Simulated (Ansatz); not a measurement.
Hf: response to strain

Start from Hf in the hcp (Mg type) structure (space group P6_3/mmc, No. 194; a = 3.1983 Å, c = 5.0488 Å; relaxed with 0.1 eV smearing). Axes: x lies along a and z along c of the hexagonal cell.

Strains are applied to the cell and any free atomic positions relax; under biaxial strain the out-of-plane vector relaxes too.

The values are results of r2SCAN (Ansatz, an electronic-structure program; PAW; 500 eV plane waves; without spin-orbit coupling), not measurements.

Notes on the quantities. in-plane stress: mean in-plane stress (compression positive).

```tsv
case	out-of-plane strain	in-plane stress	shortest interatomic distance
base	–	–	3.128 Å
biaxial strain +0.50 %, plane normal [001], relaxed out of plane	-0.32 %	-1.1 GPa	3.127 Å
biaxial strain +1.00 %, plane normal [001], relaxed out of plane	?	?	3.126 Å
biaxial strain +1.50 %, plane normal [001], relaxed out of plane	-0.94 %	-3.2 GPa	3.125 Å
biaxial strain +2.00 %, plane normal [001], relaxed out of plane	-1.25 %	-4.2 GPa	3.124 Å
biaxial strain +2.50 %, plane normal [001], relaxed out of plane	-1.56 %	-5.1 GPa	3.124 Å
biaxial strain +3.00 %, plane normal [001], relaxed out of plane	-1.87 %	-6.0 GPa	3.123 Å
```

**Question.** Fill in the withheld entries from the trend.

**Answer.** 
- biaxial strain +1.00 %, plane normal [001], relaxed out of plane, out-of-plane strain: -0.63 %
- biaxial strain +1.00 %, plane normal [001], relaxed out of plane, in-plane stress: -2.2 GPa

Whether these cells are dynamically stable was not tested. The final runs are not spin-polarised.
